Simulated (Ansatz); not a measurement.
Where the default PAW files enter, the runs use the earlier of Ansatz's two default sets.

Inside the gap of an insulator the Bloch states are evanescent, with a wavenumber k + iκ along the transport direction.

Given:

```
CELL_PARAMETERS angstrom
      3.80895     0.00000     0.00000
     -1.90448     3.29865     0.00000
      0.00000     0.00000    12.82618
ATOMIC_POSITIONS crystal
  Zn 0.66667 0.33333 0.74993
  Zn 0.33333 0.66667 0.24993
  Zn 0.00000 0.00000 0.50000
  Zn 0.00000 0.00000 0.00000
  S  0.66667 0.33333 0.93773
  S  0.33333 0.66667 0.43773
  S  0.00000 0.00000 0.68734
  S  0.00000 0.00000 0.18734
```

Space group of this cell: P6_3mc. The cell is strained (lengths along the current scaled by 1.03, ions clamped); by r2SCAN its mean pressure is -2.0 GPa.

Transport runs along the normal of the first two printed cell vectors, the (001) (indices of the unstrained crystal) plane of the conventional cell.

The gap is the functional's own. No spin-orbit coupling. Mid-gap values are interpolated on the energy grid.

Give the band gap and the smallest decay constant κ at mid-gap that Ansatz (a first-principles code) with r2SCAN yields.

Gap 2.55 eV on a 12×12×4 mesh; κ = 0.165 1/Å, at the zone centre.
